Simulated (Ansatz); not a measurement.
Abridged Ansatz (a quantum-chemistry and plane-wave program) output:

```
Pseudopotential: O, paw, valence charge 6
Pseudopotential: Zr, paw, valence charge 12
Crystal: 3 atoms, lattice volume = 34.029 Å³
Basis set: ecut = 500 eV, 873 PW (Γ), exchange–correlation on 108×108×108 points (64 copies of the dense FFT grid, shifted against one another)
Bands: 16, of which v1, the nominal top of the filled ones, is band 12 counted from 1 (11 counted from 0)
Symmetry: 8 space group operations
k-points: 216 of 1331
Functional: x = r2scan, c = r2scan; τ floored in thin density (d = 2e-4 eV/Å³)
SCF iter   1: F=—  HF=-5337.932026 eV  |F-HF|=—  |Δ(HF+E_count)|=         —  Δρ=1.65e-2  dr2=1.16e-1  dr2_τ=1.81e-1  ethr=1.77e-3  ⟨swp⟩=5.7  Hψ=16473  notcnv=0
SCF iter   2: F=—  HF=-5337.998465 eV  |F-HF|=—  |Δ(HF+E_count)|=   6.64e-2  Δρ=1.30e-2  dr2=3.45e-2  dr2_τ=1.18e-2  ethr=4.82e-4  ⟨swp⟩=2.4  Hψ=7855  notcnv=0
SCF 1 converged in 8 iterations: F = -5337.990768 eV  dr2 = 1.82e-10
SCF converged after 8 iterations
Free energy (F): -5337.990768 eV
Internal energy: -5337.990768 eV  (E = F + TS)
E sigma→0 (E₀):  -5337.990768 eV
Fermi energy:    13.223263 eV
--- Forces (eV/Å), atoms counted from 1 ---
  atom   1  O      0.00000000    -0.00002015     0.00000000
  atom   2  O      0.00000000     0.00002015     0.00000000
  atom   3  Zr     0.00000000     0.00000000    -0.00000000
--- Stress (GPa, compression-positive) ---
       -6.866100       0.000000       0.000000
        0.000000     -15.406985       0.000000
        0.000000       0.000000       0.008829
  P = ⅓ Tr σ = -7.4214 GPa (-74.214 kbar)
```

### Question
What was computed, and what are the main results?

### Answer
ZrO2, 3 atoms in the cell, with r2SCAN (Ansatz, PAW, without spin-orbit coupling). The last SCF converged to F = -5337.990768 eV, or -1779.3303 eV per atom, at a pressure of -7.42 GPa. The total energy compares only with runs of the same code, potentials and settings.

A biaxial case was relaxed in a doubled cell and then solved in the primitive one. The cells carry an imposed strain or load. No phonon test of stability was made. The cell was made from ZrO₂ in the fluorite structure (space group Fm-3m, No. 225) by this change: biaxial strain +2.90 %, plane normal [110], relaxed out of plane. This is not the structure that ZrO2 has at room temperature and ambient pressure.
